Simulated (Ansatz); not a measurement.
Consider a periodic stack without vacuum, antifluorite Mg2Si (1 1 0) on diamond (1 1 0) (film strained to the substrate, started from cuts of the bulks and a machine-learned relaxation; slabs C72 and Mg12Si6, which can lie off the formulas): substrate slab C72, film Mg12Si6, surface cells [[-1, 2], [-1, -1]] and [[1, 0], [0, 1]], film strained by -2.8 and -2.8 %, outermost planes C/C and MgSi/MgSi as cut, which need not be the usual terminations and can put a slab off its formula. Its start:

```
CELL_PARAMETERS angstrom
      6.18611     0.00000     0.00400
      0.00000     4.37424     0.00216
     -1.35570     1.35109    29.33894
ATOMIC_POSITIONS crystal
  C  0.93597 0.56627 0.07638
  C  0.27034 0.23314 0.07612
  C  0.60330 0.89946 0.07624
  C  0.02097 0.23465 0.07599
  C  0.35317 0.90056 0.07639
  C  0.68705 0.56575 0.07660
  C  0.25498 0.73094 0.03691
  C  0.58717 0.39880 0.03597
  C  0.92226 0.06884 0.03424
  C  0.35207 0.42887 0.03693
  C  0.68219 0.08889 0.03579
  C  0.01743 0.75479 0.03618
  C  0.62222 0.87223 0.16305
  C  0.95539 0.53887 0.16304
  C  0.28870 0.20560 0.16311
  C  0.70521 0.53835 0.16309
  C  0.03854 0.20530 0.16292
  C  0.37200 0.87199 0.16314
  C  0.94663 0.05357 0.11950
  C  0.27984 0.72013 0.12007
  C  0.61282 0.38596 0.12005
  C  0.02933 0.71849 0.12003
  C  0.36231 0.38516 0.12011
  C  0.69592 0.05220 0.11993
  C  0.30688 0.17793 0.24909
  C  0.64028 0.84460 0.24908
  C  0.97359 0.51125 0.24906
  C  0.39029 0.84463 0.24912
  C  0.72361 0.51127 0.24910
  C  0.05689 0.17792 0.24903
  C  0.63108 0.35816 0.20611
  C  0.96443 0.02491 0.20598
  C  0.29779 0.69155 0.20612
  C  0.71453 0.02500 0.20608
  C  0.04785 0.69163 0.20607
  C  0.38114 0.35835 0.20613
  C  0.99174 0.48419 0.33509
  C  0.32503 0.15091 0.33508
  C  0.65837 0.81742 0.33509
  C  0.07511 0.15100 0.33506
  C  0.40845 0.81770 0.33512
  C  0.74180 0.48424 0.33511
  C  0.31603 0.66438 0.29211
  C  0.64936 0.33100 0.29210
  C  0.98268 0.99771 0.29206
  C  0.39935 0.33106 0.29210
  C  0.73269 0.99767 0.29209
  C  0.06604 0.66436 0.29209
  C  0.67692 0.79168 0.42119
  C  0.01018 0.45854 0.42127
  C  0.34336 0.12599 0.42114
  C  0.75952 0.45685 0.42130
  C  0.09251 0.12349 0.42117
  C  0.42602 0.79069 0.42131
  C  0.00086 0.97113 0.37807
  C  0.33423 0.63798 0.37815
  C  0.66758 0.30435 0.37813
  C  0.08402 0.63741 0.37812
  C  0.41734 0.30425 0.37809
  C  0.75062 0.97052 0.37810
  C  0.35259 0.08694 0.50475
  C  0.68657 0.75137 0.50457
  C  0.02045 0.41670 0.50470
  C  0.45227 0.78212 0.50565
  C  0.78396 0.44765 0.50506
  C  0.11799 0.11456 0.50459
  C  0.68516 0.27669 0.46488
  C  0.01843 0.94402 0.46517
  C  0.35136 0.61151 0.46522
  C  0.76925 0.94433 0.46526
  C  0.10214 0.61251 0.46502
  C  0.43608 0.27984 0.46495
  Mg 0.17777 0.84737 0.65527
  Mg 0.16153 0.36107 0.57413
  Mg 0.66200 0.35507 0.57244
  Mg 0.67384 0.84768 0.65602
  Mg 0.21610 0.79864 0.81289
  Mg 0.18402 0.32847 0.73280
  Mg 0.69497 0.32934 0.73273
  Mg 0.70528 0.80304 0.81466
  Mg 0.22172 0.71280 0.96307
  Mg 0.20960 0.25833 0.88917
  Mg 0.71558 0.26681 0.89333
  Mg 0.71867 0.70636 0.98486
  Si 0.92409 0.34787 0.65447
  Si 0.41339 0.85147 0.58450
  Si 0.95044 0.30381 0.81167
  Si 0.44041 0.82933 0.73548
  Si 0.97263 0.21394 0.96394
  Si 0.47082 0.76301 0.89101
```

The start was prepared with a machine-learned potential, and the result is one local minimum, with the in-plane cell held and forces under 0.04 eV/Å; the film can end far from its bulk form.

Calculation: PBE (plane waves to 420 eV, PAW; Ansatz, a quantum-chemistry and plane-wave program). No spin–orbit coupling; PBE gaps are too small against experiment. Its k-point mesh 4×5×1, Fermi–Dirac width 0.05 eV.

Problem. Predict the relaxed interface.

Solution. 
* **interface area**: 27.1 Å²
* **period**: 28.55 Å
* **heights between the nearest atoms of the two slabs at the two interfaces**: 1.22 and 1.21 Å
* **C–Mg contacts across the interfaces within 1.22 times the sum of covalent radii**: 16, mean 2.30 Å
* **C–Si contacts across the interfaces within 1.22 times the sum of covalent radii**: 6, mean 2.07 Å
* **spin-polarised check at this geometry**: falls back to no moment
